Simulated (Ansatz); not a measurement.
The starting structures come from a database of crystals and need not be the phases stable at ambient conditions.

By PBEsol, the system below comes out a metal.

Without scattering a metal conducts by its projected Fermi surface.

Given:

```
CELL_PARAMETERS angstrom
      3.77760     0.00000     0.00000
      0.00000     3.77760     0.00000
      0.00000     0.00000     3.77760
ATOMIC_POSITIONS crystal
  Y  0.50000 0.50000 0.50000
  Tl 0.00000 0.00000 0.00000
```

The cell is taken as given; by PBEsol it stands under a pressure of -1.8 GPa.

The current flows along the normal of the first two printed cell vectors, the (001) plane of the conventional cell. No spin-orbit coupling; the value is a mean over 0.1 eV about the Fermi level.

### Question
Compute, with PBEsol (Ansatz, a program for electronic structure), the ballistic conductance per area.

### Answer
0.39 × 10¹⁵ S/m² for both spins.
